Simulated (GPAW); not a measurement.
A self-consistent single point of HgTe (F-43m, 2 atoms in the cell) with GPAW.

Method: PBE, GPAW PAW datasets PBE (gpaw-data 1.0.1) (plane waves; GPAW).

The change in words: lattice scaled by 0.98. Reference geometry:
```
HgTe
1.0
    0.00000     3.34526     3.34526
    3.34526     0.00000     3.34526
    3.34526     3.34526     0.00000
Hg Te
1 1
Direct
  0.00000   0.00000   0.00000
  0.25000   0.25000   0.25000
```

Reference input (self-consistent single point, DFT PBE, plane waves, GPAW PAW datasets PBE (gpaw-data 1.0.1)): mode = pw; ecut = 600 eV; xc = PBE; kpts = 7 7 7; mesh shift (steps) = 0 0 0; occupations.name = methfessel-paxton; occupations.width = 0.2 eV; occupations.order = 0; nbands = -6; symmetry.symmorphic = false; symmetry.tolerance = 0.0005; maxiter = 100. This run's input differs from it in these lines:

```diff
@@ -5,7 +5,7 @@
 atoms = Atoms(['Hg', 'Te'],
-              cell=[[0.000000, 3.345257, 3.345257],
-                    [3.345257, 0.000000, 3.345257],
-                    [3.345257, 3.345257, 0.000000]],
+              cell=[[0.000000, 3.278352, 3.278352],
+                    [3.278352, 0.000000, 3.278352],
+                    [3.278352, 3.278352, 0.000000]],
               positions=[[0.000000, 0.000000, 0.000000],
-                         [1.672629, 1.672629, 1.672629]],
+                         [1.639176, 1.639176, 1.639176]],
               pbc=True)
```

Log, with long lists cut:

```
     iter     time        total  log10-change:
                         energy   eigst   dens
iter:   1 --:--:--    -4.600670
iter:   2 --:--:--    -4.573866   -1.20  -1.41
iter:   3 --:--:--    -4.540316   -1.41  -1.44
iter:   4 --:--:--    -4.545101   -2.44  -1.81
iter:   5 --:--:--    -4.499599   -2.22  -1.84
iter:   6 --:--:--    -4.501078   -2.88  -2.39
iter:   7 --:--:--    -4.500584c  -3.84  -2.78
iter:   8 --:--:--    -4.501359c  -3.98  -2.71
iter:   9 --:--:--    -4.502077c  -3.98  -2.95
iter:  10 --:--:--    -4.502191c  -4.49  -3.21
iter:  11 --:--:--    -4.502262c  -4.47  -3.43
iter:  12 --:--:--    -4.502263c  -5.59  -3.89
iter:  13 --:--:--    -4.502263c  -6.00  -3.92
iter:  14 --:--:--    -4.502264c  -6.68  -3.95
iter:  15 --:--:--    -4.502265c  -6.93  -4.04c
iter:  16 --:--:--    -4.502265c  -7.73c -4.21c
Converged after 16 iterations.

Dipole moment: (-4.559074, -4.559074, -4.559074) |e|*Ang

Energy contributions relative to reference atoms: (reference = -717946.462161)

Kinetic:        +28.173598
Potential:      -23.619017
External:        +0.000000
XC:              -7.044020
Entropy (-ST):   -0.001371
Local:           -2.012141
SIC:             +0.000000
--------------------------
Free energy:     -4.502951
Extrapolated:    -4.502265

Showing only first 2 kpts
 Kpt  Band  Eigenvalues  Occupancy
  0    10      3.99816    1.52477
  0    11      3.99816    1.52477
  0    12      3.99816    1.52477
  0    13      8.33397    0.00000

  1    10      3.47634    1.99999
  1    11      3.47634    1.99999
  1    12      5.29994    0.00000
  1    13      7.55474    0.00000

Fermi level: 4.09913

No gap
No difference between direct/indirect transitions
Energy (eV): -4.502265

Forces in eV/Ang:
  0 Hg   -0.00000    0.00000    0.00000
  1 Te    0.00000    0.00000    0.00000

Stress tensor:
    -0.010071     0.000000    -0.000000
     0.000000    -0.010071     0.000000
    -0.000000     0.000000    -0.010071
Stress (GPa, Voigt): [-1.6136 -1.6136 -1.6136  0.     -0.      0.    ]
```

The run converged in 16 iterations. GPAW prints stress with tension positive. Against the reference run the free energy rises by 6.2 meV/atom and the pressure goes from -0.61 to 1.61 GPa.

The starting cell comes from a database of computed structures (which also holds hypothetical and non-ambient phases and stackings), without a prior relaxation at this level. Its lattice was rescaled by a random factor within 2.5 % of one. For this run, on top of that: lattice scaled by 0.98. The run gives no clean gap (levels at the Fermi energy touch, overlap or are partly filled at this smearing), which alone does not show that the compound is a metal.
